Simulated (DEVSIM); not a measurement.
System: abrupt GaP p-n junction, at 300 K.

Layer 1 from the left is GaP, thickness (μm) 0.270, Na (cm⁻³) 6.9e18, τn (s) 5.7e-7, τp (s) 5.7e-7. Layer 2 from the left is GaP, thickness (μm) 110, Nd (cm⁻³) 1.9e17, τn (s) 5.7e-7, τp (s) 1.7e-8.

Left contact: ohmic. Right contact: ohmic. Voltage is applied to the left contact. Recombination: SRH at mid-gap. Mobility is μmin + (μ − μmin)/(1 + (N/Nref)^α).

Constants are typed, rounded textbook-type inputs, not results; the design itself was drawn at random and stands for no fabricated device. Values at 300 K.

GaP: gap (eV) 2.26, affinity (eV) 3.8, permittivity 11.1, Nc (cm⁻³) 1.8e19, Nv (cm⁻³) 1.9e19, μn (cm²/Vs) 250, μp (cm²/Vs) 150, μn,min 10, μp,min 10, Nref,n 4.4e18, Nref,p 1e18, αn 0.8, αp 0.85.

Problem. Estimate by hand the built-in potential, the peak field at zero bias, the capacitance at -0.6 V, and compare with a numerical solution.

Solution. 
- Built-in potential: ni = √(Nc Nv) exp(−Eg/2kT) = 1.92 cm⁻³ with Eg = 2.260 eV; Vbi = kT/q ln(Na Nd/ni²) = 2.116 V; numerical 2.116 V.
- Peak field at zero bias: depletion approximation: W = √(2εVbi/(qN)) = 0.118 μm with N = 1.85e17 cm⁻³; field = 2Vbi/W = 357000 V/cm; numerical 357000 V/cm.
- Capacitance at -0.6 V: C = √(qεN / 2(Vbi + |V|)) = 73.2 nF/cm²; numerical 73.9 nF/cm² (estimate below by 0.97 %).

Model (solved in DEVSIM): 1D drift-diffusion, Boltzmann statistics, complete ionisation; no tunnelling, impact ionisation, image-force lowering or self-heating.
